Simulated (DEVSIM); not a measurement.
System: Schottky contact on n-type GaN, at 300 K.

Layer 1 from the left is GaN, thickness (μm) 1.70, Nd (cm⁻³) 8e15, τn (s) 6.8e-10, τp (s) 6.8e-10.

Left contact: Schottky, work function 5.36 eV, emission velocity 5.4e6 cm/s. Right contact: ohmic. Voltage is applied to the left contact. Recombination: SRH at mid-gap, Auger. Mobility is constant in doping.

The device is made up for the run: typed textbook-type constants, with dimensions and the other settings drawn at random. Values at 300 K.

GaN: gap (eV) 3.43, affinity (eV) 4.1, permittivity 9.5, Nc (cm⁻³) 2.3e18, Nv (cm⁻³) 4.6e19, μn (cm²/Vs) 1200, μp (cm²/Vs) 100, Cn (cm⁶/s) 1e-30, Cp (cm⁶/s) 1e-30.

DEVSIM, 1D drift-diffusion, Boltzmann statistics, complete ionisation; no tunnelling, impact ionisation, image-force lowering or self-heating. Metal contacts follow the ideal Schottky-Mott rule: no Fermi-level pinning, no interface dipoles.

Dark forward current:

```
|V| (V)  |J| (A/cm²)
-------  -----------
0.15       4.119e-13
0.20       2.850e-12
0.25       1.968e-11
0.30       1.358e-10
0.35       9.363e-10
0.40        6.456e-9
0.45        4.450e-8
0.50        3.066e-7
0.55        2.111e-6
0.60        1.452e-5
0.65        9.983e-5
0.70       0.0006854
0.75        0.004697
0.80         0.03211
0.85          0.2185
0.90           1.470
0.95           9.505
1.00           52.20
1.05           190.2
1.10           439.1
1.15           760.0
1.20            1121
1.25            1507
1.30            1908
1.35            2319
```

Problem. Work out the local ideality factor n = ΔV / (kT/q · ln(J2/J1)) between the rows 0.15 and 0.20 V, 1.30 and 1.35 V.

Solution. kT/q = 25.85 mV. From 0.15 to 0.20 V: ln(2.850e-12/4.119e-13) = 1.934, n = 1.00, near the 1 of diffusion or emission over a barrier. From 1.30 to 1.35 V: ln(2319/1908) = 0.195, n = 9.92; the layers' resistance at their doping, Σ W/(qμN) = 0.00011 Ω cm², would take 45 mV of this step of 50 mV.

Problem. Estimate the current at 0.55 V for emission alone, J0 = q v N_band exp(−φB/kT), and read the barrier back from the simulated current.

Solution. φB = 1.260 eV, N_band = 2.30e18 cm⁻³, J0 = 1.35e-15 A/cm²; J = J0 (exp(qV/kT) − 1) = 2.35e-6 A/cm². The simulation gives 2.11e-6 A/cm²; the estimate lies 11 % above. Read backwards, the simulated current gives an apparent barrier of 1.263 eV. The estimate leaves out transport through the depletion region and minority injection.
